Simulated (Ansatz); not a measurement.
The parent structure is WC (space group P-6m2, No. 187; a = 2.913 Å, c = 2.836 Å; relaxed with 0.1 eV smearing).

All numbers come from DFT with r2SCAN, PAW potentials and a 500 eV plane-wave cutoff in Ansatz (a first-principles code), no spin-orbit coupling, earlier PAW set.

For the base:

```
Item        Value
--------  -------
Pressure  0.0 GPa
Band gap     zero
```

It is then changed as follows: an isotropic linear strain of +1.33 %; the atoms relax in the strained cell.

Task: What happens to the pressure, energy relative to the base and band gap?

Result: The pressure (mean of the normal stresses, compression positive) goes from zero to -14.8 GPa; the energy increases by 20 meV/atom; the band gap remains zero.

No phonon test of stability was made. The final runs are not spin-polarised.
